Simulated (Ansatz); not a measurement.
Alloy series in hypothetical cubic perovskite TlCdI3

Start from TlCdI₃ in the cubic perovskite structure (space group Pm-3m, No. 221; a = 5.793 Å; a hypothetical phase, not in the database extracts checked).

The other end (x = 1) is TlZnI$_{3}$ in the cubic perovskite structure (space group Pm-3m, No. 221; a hypothetical phase, not in the database extracts checked): 34.08 Å³/atom, gap zero; this end may not be an ambient phase.

Zn replaces a fraction x of Cd; each row is one arrangement (x, atoms in the cell, starting space group or random), fully relaxed.

All numbers come from PBEsol (Ansatz, a program for electronic structure, PAW, spin-orbit coupling left out).

Notes on the quantities. deviation of the volume from the linear: Vegard-type) interpolation.

| case | density | deviation of the volume from the linear | shortest interatomic distance |
|---|---|---|---|
| base | 5.96 g/cm³ | – | 2.897 Å |
| x(Zn) = 0.5, 10 atoms, Fm-3m | 6.15 g/cm³ | -0.2 % | 2.770 Å |
| x(Zn) = 0.5, 10 atoms, P4/mmm (arrangement B) | 6.06 g/cm³ | +1.2 % | 2.693 Å |
| x(Zn) = 0.5, 10 atoms, P4/mmm (arrangement A) | 6.14 g/cm³ | -0.1 % | 2.754 Å |

Each cell is one ordered arrangement of few atoms, which overstates ordering effects compared with a random alloy. Spin-orbit coupling, missing from the scalar runs, can matter with I and Tl. No phonon test of stability was made. All final runs are without spin polarisation. Many cubic perovskites are stable only at high temperature; tilts and polar distortions were not tested. The zero or small gap of Tl2ZnCdI6, TlCdI3 and TlZnI3 can change with the level of theory.
